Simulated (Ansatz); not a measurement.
Ge2Sb2Te5, response to strain

The reference is Ge$_{2}$Sb$_{2}$Te$_{5}$ (space group P-3m1, No. 164).

```yaml
crystal:
  lattice:
    - [4.22322, 0.00000, 0.00000]
    - [-2.11161, 3.65742, 0.00000]
    - [0.00000, 0.00000, 16.87082]
  atoms:
    - { symbol: Te, position: [0.00000, 0.00000, 0.00000] }
    - { symbol: Ge, position: [0.66667, 0.33333, 0.10035] }
    - { symbol: Ge, position: [0.33333, 0.66667, 0.89965] }
    - { symbol: Te, position: [0.33333, 0.66667, 0.19856] }
    - { symbol: Te, position: [0.66667, 0.33333, 0.80144] }
    - { symbol: Sb, position: [0.00000, 0.00000, 0.31708] }
    - { symbol: Sb, position: [0.00000, 0.00000, 0.68292] }
    - { symbol: Te, position: [0.66667, 0.33333, 0.41909] }
    - { symbol: Te, position: [0.33333, 0.66667, 0.58091] }
```

Cartesian axes are those of the cell as printed.

Strains are applied to the cell and any free atomic positions relax; under biaxial strain the out-of-plane vector relaxes too.

Method: PBEsol/PAW in Ansatz (a program for electronic structure), no SOC.

Candidates:
(a) isotropic strain +0.62 %
(b) isotropic strain +1.42 %
(c) strain tensor (xx, yy, zz, yz, xz, xy) = (+1.48, +0.79, −0.25, +0.11, −0.51, −0.42) %
(d) biaxial strain −1.81 %, plane normal [001], relaxed out of plane

For the base:

```
Item       Result
--------  -------
Band gap  0.14 eV
```

### Question
Order them by band gap, highest first.

### Answer
(b) isotropic strain +1.42 % (0.33 eV), (a) isotropic strain +0.62 % (0.22 eV), (c) strain tensor (xx, yy, zz, yz, xz, xy) = (+1.48, +0.79, −0.25, +0.11, −0.51, −0.42) % (0.16 eV), (d) biaxial strain −1.81 %, plane normal [001], relaxed out of plane (zero)

A case with no gap was solved on a k-mesh chosen for an insulator, which is coarse for it. With Sb and Te present, leaving out spin-orbit coupling can change the band edges. Whether these cells are dynamically stable was not tested. All final runs are without spin polarisation. The zero or small gap of Ge2Sb2Te5 can change with the level of theory.
